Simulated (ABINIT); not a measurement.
## Input and output of a self-consistent single point for MgSi (C2/m, 12 atoms in the cell) (ABINIT)

Method of the run: LDA (PW92), PAW (JTH v2.0 LDA PAW) (plane waves; ABINIT).

This input was run:

```
# MgSi, JTH v2.0 LDA PAW
pp_dirpath "./"
pseudos "Mg.LDA_PW-JTH.xml, Si.LDA_PW-JTH.xml"
acell 5.4588821535 5.4588821535 9.7668904963 Angstrom
rprim
         0.9092145352   -0.4163279104   -0.0000000000
         0.9092145352    0.4163279104   -0.0000000000
        -0.1231892587   -0.0000000000    0.9923831954
natom 12
ntypat 2
znucl 12 14
typat 1 1 1 1 1 1 2 2 2 2 2 2
xcart
         7.9802524206   -0.0000000000    8.4734725265
         0.7431615794   -0.0000000000    1.2190254735
         5.1044618167    0.0000000000    3.4464584388
         3.6189521833   -0.0000000000    6.2460395612
         7.6768625088    0.0000000000    1.6062407686
         1.0465514912   -0.0000000000    8.0862572314
         6.5961586540   -0.0000000000    6.1498899810
         2.1272553460   -0.0000000000    3.5426080190
         8.2174599230    0.0000000000    4.3619148749
         0.5059540770   -0.0000000000    5.3305831251
         4.7125141749   -0.0000000000    8.8717372694
         4.0108998251    0.0000000000    0.8207607306
      Angstrom
ecut 40 Ry
pawecutdg 80 Ry
pawxcdev 0
occopt 7
tsmear 0.00367493
nband 53
kptopt 1
ngkpt 5 5 2
nshiftk 1
shiftk 0 0 0
nstep 80
tolvrs 1.0e-12
prtwf 0
prtden 0
enunit 1
```

The program printed (abridged):

```
 Symmetries : space group C2/m (# 12); Bravais mC (1-face-center monocl.)

 -outvars: echo values of preprocessed input variables --------
            acell      1.0315792262E+01  1.0315792262E+01  1.8456748208E+01 Bohr
             ecut      2.00000000E+01 Hartree
           enunit           1
              ixc       -1012
         kptrlatt        5    0    0      0    5    0      0    0    2
          kptrlen      3.69134964E+01
            natom          12
            nband          53
            ngfft          45      45      80
          ngfftdg          60      60     108
             nkpt          18
            nstep          80
             nsym           4
           ntypat           2
           occopt           7
        pawecutdg      4.00000000E+01 Hartree
         pawxcdev           0
            rprim      9.0921453520E-01 -4.1632791040E-01 -0.0000000000E+00
                       9.0921453520E-01  4.1632791040E-01 -0.0000000000E+00
                      -1.2318925870E-01 -0.0000000000E+00  9.9238319540E-01
          spgroup          12
           tolvrs      1.00000000E-12
           tsmear      3.67493000E-03 Hartree
            typat      1  1  1  1  1  1  2  2  2  2  2  2
           useylm           1
             xred      9.0989000002E-01  9.0989000002E-01  8.7423000001E-01
                       9.0110000005E-02  9.0110000005E-02  1.2577000001E-01
                       5.5732000001E-01  5.5732000001E-01  3.5558000000E-01
                       4.4268000001E-01  4.4268000001E-01  6.4442000001E-01
                       7.9345000002E-01  7.9345000002E-01  1.6572000001E-01
                       2.0655000001E-01  2.0655000001E-01  8.3428000001E-01
                       7.4140000002E-01  7.4140000002E-01  6.3450000001E-01
                       2.5860000001E-01  2.5860000001E-01  3.6550000001E-01
                       8.8237000002E-01  8.8237000002E-01  4.5003000000E-01
                       1.1763000001E-01  1.1763000001E-01  5.4997000001E-01
                       5.8568000002E-01  5.8568000002E-01  9.1532000002E-01
                       4.1432000001E-01  4.1432000001E-01  8.4679999997E-02
            znucl       12.00000   14.00000

== DATASET  1 ==================================================================

 Real(R)+Recip(G) space primitive vectors, cartesian coordinates (Bohr,Bohr^-1):
 R(1)=  9.3792683 -4.2947522  0.0000000  G(1)=  0.0533091 -0.1164212  0.0066175
 R(2)=  9.3792683  4.2947522  0.0000000  G(2)=  0.0533091  0.1164212  0.0066175
 R(3)= -2.2736731  0.0000000 18.3161668  G(3)=  0.0000000  0.0000000  0.0545966
 Unit cell volume ucvol=  1.4756102E+03 bohr^3
 Angles (23,13,12)=  9.64309348E+01  9.64309348E+01  4.92059384E+01 degrees

 Coarse grid specifications (used for wave-functions):

 getcut: wavevector=  0.0000  0.0000  0.0000  ngfft=  45  45  80
         ecut(hartree)=     20.000   => boxcut(ratio)=   2.11933

 Fine grid specifications (used for densities):

 getcut: wavevector=  0.0000  0.0000  0.0000  ngfft=  60  60 108
         ecut(hartree)=     40.000   => boxcut(ratio)=   2.04325

   7.45184901E+03                                ecore*ucvol(ha*bohr**3)

_setup2: Arith. and geom. avg. npw (full set) are    6301.220    6301.212

--- !BeginCycle
solver: {iscf: 17, nstep: 80, nline: 4, wfoptalg: 10, }
tolerances: {tolvrs: 1.00E-12, }
...

     iter   Etot(hartree)      deltaE(h)  residm     nres2
 ETOT  1  -402.17228969076    -4.022E+02 2.767E+00 7.622E+00
 ETOT  2  -405.04634395185    -2.874E+00 1.641E-02 2.400E+00
 ETOT  3  -405.03891787718     7.426E-03 4.680E-03 5.759E-01
 ETOT  4  -405.03877766449     1.402E-04 1.541E-03 2.150E-02
 ETOT  5  -405.03959257188    -8.149E-04 6.059E-04 3.026E-03
 ETOT  6  -405.03988700506    -2.944E-04 5.297E-04 4.159E-04
   [... 28 lines left out ...]
 ETOT 35  -405.04021563493    -1.211E-10 2.726E-06 8.161E-12
 ETOT 36  -405.04021563500    -7.117E-11 2.320E-06 6.668E-12
 ETOT 37  -405.04021563505    -4.570E-11 2.579E-06 1.307E-12
 ETOT 38  -405.04021563508    -2.984E-11 2.187E-06 1.968E-12
 ETOT 39  -405.04021563509    -1.637E-11 2.419E-06 3.245E-13

 At SCF step   39       nres2   =  3.25E-13 < tolvrs=  1.00E-12 =>converged.

 Cartesian components of stress tensor (hartree/bohr^3)
  sigma(1 1)=  1.17071843E-04  sigma(3 2)=  0.00000000E+00
  sigma(2 2)=  8.34260858E-05  sigma(3 1)= -4.36295012E-06
  sigma(3 3)=  1.24758948E-04  sigma(2 1)=  0.00000000E+00

 ----iterations are completed or convergence reached----

 reduced coordinates (array xred) for   12 atoms
       0.909890000020      0.909890000020      0.874230000010
       0.090110000005      0.090110000005      0.125770000006
       0.557320000010      0.557320000010      0.355580000002
       0.442680000015      0.442680000015      0.644420000015
       0.793450000019      0.793450000019      0.165720000007
       0.206550000007      0.206550000007      0.834280000010
       0.741400000018      0.741400000018      0.634500000010
       0.258600000007      0.258600000007      0.365500000006
       0.882370000017      0.882370000017      0.450030000003
       0.117630000008      0.117630000008      0.549970000013
       0.585680000019      0.585680000019      0.915320000019
       0.414320000006      0.414320000006      0.084679999997
 cartesian forces (eV/Angstrom) at end:
    1     -0.11350410660541     0.00000000000000     0.00280151209138
    2      0.11350410660541     0.00000000000000    -0.00280151209138
    3     -0.08726552758614     0.00000000000000     0.01374939257979
    4      0.08726552758614     0.00000000000000    -0.01374939257979
    5      0.04604799061485     0.00000000000000     0.11728563289289
    6     -0.04604799061485     0.00000000000000    -0.11728563289289
    7      0.03374081418181     0.00000000000000    -0.08130879299749
    8     -0.03374081418181     0.00000000000000     0.08130879299749
    9     -0.30584357987369    -0.00000000000000     0.00846443021702
   10      0.30584357987369    -0.00000000000000    -0.00846443021702
   11     -0.19516409466268     0.00000000000000     0.22819659137200
   12      0.19516409466268     0.00000000000000    -0.22819659137200
 frms,max,avg= 1.1256995E-01 3.0584358E-01   0.000E+00  0.000E+00  0.000E+00 e/A
 length scales= 10.315792261812 10.315792261812 18.456748207891 bohr
              =  5.458882153500  5.458882153500  9.766890496300 angstroms
 Fermi (or HOMO) energy (eV) =   6.37577   Average Vxc (eV)=  -9.72491
 Eigenvalues (   eV  ) for nkpt=  18  k points:
 kpt#   1, nband= 53, wtk=  0.02000, kpt=  0.0000  0.0000  0.0000 (reduced coord)
 -69.12692  -69.12634  -69.04065  -69.03813  -68.97810  -68.97809  -36.55466  -36.54874
 -36.54689  -36.54596  -36.53431  -36.53164  -36.47045  -36.46964  -36.46025  -36.45845
 -36.45753  -36.43229  -36.40199  -36.40139  -36.39229  -36.39222  -36.38638  -36.38570
  -5.28255   -3.43013   -2.48378    0.06223    0.17755    0.27674    1.74722    2.78289
   2.90557    3.35987    3.61446    3.72365    4.12627    4.44926    4.61221    5.15211
   5.42725    5.49598    5.92337    6.29517    6.60168    6.79001    7.49141    7.71540
   7.87222    8.32641    9.51057    9.78833    9.89937
 prteigrs : prtvol=0 or 1, do not print more k-points.

--- !EnergyTerms
comment             : Components of total free energy in Hartree
kinetic             :  2.99138930658187E+01
hartree             :  9.90008394520007E+01
xc                  : -2.14990080230320E+01
Ewald energy        : -1.85579477644553E+02
psp_core            :  5.05001176458610E+00
local_psp           : -2.92138894186856E+02
spherical_terms     : -3.97869115918712E+01
internal            : -4.05039547163907E+02
'-kT*entropy'       : -6.68684158143729E-04
total_energy        : -4.05040215848065E+02
total_energy_eV     : -1.10217047921790E+04
...

-Cartesian components of stress tensor (GPa)         [Pressure= -3.1898E+00 GPa]
- sigma(1 1)=  3.44437195E+00  sigma(3 2)=  0.00000000E+00
- sigma(2 2)=  2.45447977E+00  sigma(3 1)= -1.28362403E-01
- sigma(3 3)=  3.67053434E+00  sigma(2 1)=  0.00000000E+00

 Calculation completed.
```

The run converged in 39 iterations.

The starting cell comes from a database of computed structures (which also holds hypothetical and non-ambient phases and stackings), without a prior relaxation at this level. With a pressure of about -3 GPa the cell is away from its equilibrium volume at this level.

Cost on one core of a shared machine: roughly 30 min.
